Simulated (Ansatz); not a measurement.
The structure below was relaxed with DFT with r2SCAN+rVV10, PAW potentials and a 500 eV plane-wave cutoff in Ansatz (a quantum-chemistry and plane-wave program), scalar-relativistic without spin-orbit coupling.

Space group Pm (No. 6); a = 4.9420 Å, b = 5.8475 Å, c = 5.3843 Å, α = γ = 90.00°, β = 106.79°

```json
[
 {"atom": "N", "site": "2c", "symmetry": "1", "x": "0.9900", "y": "0.2528", "z": "0.9951"},
 {"atom": "N", "site": "1b", "symmetry": "m", "x": "0.5089", "y": "0.5000", "z": "0.0091"},
 {"atom": "N", "site": "1a", "symmetry": "m", "x": "0.5117", "y": "0.0000", "z": "0.0067"},
 {"atom": "Ta", "site": "1a", "symmetry": "m", "x": "0.2448", "y": "0.0000", "z": "0.2590"},
 {"atom": "W", "site": "2c", "symmetry": "1", "x": "0.7479", "y": "0.2520", "z": "0.2743"},
 {"atom": "W", "site": "1b", "symmetry": "m", "x": "0.2461", "y": "0.5000", "z": "0.2654"},
 {"atom": "Ta", "site": "2c", "symmetry": "1", "x": "0.2548", "y": "0.2504", "z": "0.7370"},
 {"atom": "W", "site": "1b", "symmetry": "m", "x": "0.7515", "y": "0.5000", "z": "0.7230"},
 {"atom": "W", "site": "1a", "symmetry": "m", "x": "0.7517", "y": "0.0000", "z": "0.7242"}
]
```

Task: Write out a cell with all atoms.

Result: 
```xyz
12
Lattice="4.9420 0.0000 0.0000 0.0000 5.8475 0.0000 -1.5550 0.0000 5.1549" Properties=species:S:1:pos:R:3 pbc="T T T"
N      3.3452     4.3691     5.1295
N      2.5011     2.9238     0.0469
N      3.3452     1.4785     5.1295
N      2.5186     0.0000     0.0345
Ta     0.8070     0.0000     1.3351
W      3.2695     4.3741     1.4140
W      0.8037     2.9238     1.3679
W      3.2695     1.4735     1.4140
Ta     0.1132     4.3831     3.7990
W      2.5894     2.9238     3.7271
Ta     0.1132     1.4644     3.7990
W      2.5887     0.0000     3.7332
```
This is the conventional cell.

These are small ordered cells, not random alloys; other orderings at the same x differ. Stability against distortions was not tested. The final runs are not spin-polarised. An odd electron count without spin: Ta3W5N4. The cell was made from Ta2N by this change: x(W) = 0.625, 12 atoms, Pm.
